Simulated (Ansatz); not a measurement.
Take SiS₂ (space group Ibam, No. 72; a = 6.0185 Å, b = 9.3955 Å, c = 5.5448 Å; made of chains) as the base.

Now apply this change: a hydrostatic pressure of 0.9 GPa.

Levels (all Ansatz, a first-principles code, PAW): PBEsol (420 eV, without spin-orbit coupling); r2SCAN (500 eV, no spin-orbit coupling); HSE06 (420 eV, scalar-relativistic without spin-orbit coupling).

One geometry, relaxed with PBEsol, under each level:

```json
[
 {"level": "PBEsol", "band gap": "2.55 eV", "lowest conduction level above the VBM at special points": "X 2.56 eV; G₀ 2.77 eV; Λ₀ 2.77 eV; Σ₀ 3.15 eV", "pressure": "0.89 GPa"},
 {"level": "r2SCAN", "band gap": "3.03 eV", "lowest conduction level above the VBM at special points": "X 3.03 eV; G₀ 3.26 eV; Λ₀ 3.26 eV; Σ₀ 3.64 eV", "pressure": "0.81 GPa"},
 {"level": "HSE06", "band gap": "?", "lowest conduction level above the VBM at special points": "?", "pressure": "–"}
]
```

Give the withheld HSE06 results.


- HSE06, band gap: 3.75 eV
- HSE06, lowest conduction level above the VBM at special points: X 3.75 eV; G₀ 3.97 eV; Λ₀ 3.97 eV; Γ 4.30 eV

Single points use the geometry relaxed with PBEsol. Their cutoffs differ, which shifts pressures a little. HSE06 was sampled on its mesh, a few special points and the semilocal edge points, so its gap is an upper bound. Load acts through the strain it causes; cell and atoms are relaxed under it. Whether these cells are dynamically stable was not tested. No dispersion term is included in the PBEsol runs.
